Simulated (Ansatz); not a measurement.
**ZnO: energy against strain**

ZnO (wurtzite, P6_3mc, 11.778 Å³/atom at rest, c along z) under an equal strain ε in the (0001) plane with the normal axis free, as in a coherent film. PBEsol in Ansatz, a plane-wave DFT program (PAW, default set), 420 eV, 12×12×7 Γ-centred mesh, Fermi-Dirac smearing 0.05 eV; ions are relaxed within the symmetry of each cell.

Here s stands for strain and y for E less E0.

```csv
strain (%),E less E0 (meV/atom)
-3.00,?
-1.20,2.31
-0.60,0.57
0.00,0.00
0.60,0.57
1.20,2.25
```

Fit y of the 5 rows that show it with a parabola. Least squares gives y = 0.000 - 0.0200·s + 1.5833·s². Residuals (row less fit): 0.006, -0.012, 0.000, 0.012, -0.006; standard error 0.013 (degrees of freedom: 2). Twice the quadratic coefficient over the volume, 2 × 1.5833 meV × 10⁴ × 0.1602 / 11.778 Å³, is twice the biaxial elastic modulus of this plane = 431 ± 3 GPa.

### Question
What does the fit predict for y at s = -3.00, and how far is the calculated value from it?

### Answer
y = 0.000 - 0.0200 × (-3.0) + 1.5833 × (-3.0)² = 14.310 meV/atom. The calculation gives 14.55 meV/atom, 0.240 meV/atom above the prediction (1.6 % of the range of y in the table). The row lies outside the fitted rows, so this is an extrapolation. From the scatter of the fitted rows alone, a prediction at this place has a standard error of 0.086 meV/atom, so the miss is 2.8 times that.

One order more, fitted to all 11 runs of the series, follows each within 0.03, so the miss is the next term of a smooth law. Rows are the converged runs of the series near zero and its far end; series whose fitted rows scatter by over a few per cent of the range, as at a crossing or softening among them, aren't shown in this form. Most that stay on the fit to the last digits aren't either.
